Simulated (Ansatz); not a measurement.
IrRh₃ (Pm-3m), Ansatz (a quantum-chemistry and plane-wave program) with PBEsol, DFPT electron-phonon coupling, linearised Boltzmann equation: phonon-limited resistivity 5.51 μΩ·cm at 300 K, 7.55 μΩ·cm at 400 K, current-weighted mean free path 7.2 nm.

### Question
What is the classical skin depth at 100 GHz (nonmagnetic, μ₀ = 1.257×10⁻⁶ H/m)?

### Answer
δ = √(ρ/(π f μ₀)) = 374 nm.

### Question
Estimate the electronic thermal conductivity at 300 K by the Wiedemann-Franz law (L₀ = 2.44×10⁻⁸ W·Ω/K²).

### Answer
L₀T/ρ = 2.44×10⁻⁸ × 300/(5.51×10⁻⁸) = 133 W/(m·K). Inelastic scattering puts the true Lorenz number somewhat under L₀ near and below the Debye temperature.

### Question
Estimate the resistivity of a 40 nm square wire with diffuse walls from ρ ≈ ρ₀(1 + 3ℓ/4d).

### Answer
1 + 0.75 × 7.2/40 = 1.14, so ρ ≈ 6.25 μΩ·cm and a line 1 μm long has 39.1 Ω. The formula is the free-electron limit for d well above ℓ; grain boundaries add to it.

A metal at this level (no band gap). Only scattering by harmonic phonons is included (no impurities, grain boundaries, electron-electron scattering or thermal expansion). Spin-orbit coupling is left out, which matters with elements this heavy. The run warned that the eigensolver left some states short of its tolerance. Halving the electron mesh (24x24x24) moves the resistivity by up to 11 % at 300 K, the mean free path by up to 5 %. Smearing 0.20 eV; phonons on a 4x4x4 q mesh, which this run doesn't test.

Computed structure with no diffraction record at hand here (it may be known, metastable or hypothetical): IrRh3 (Pm-3m).
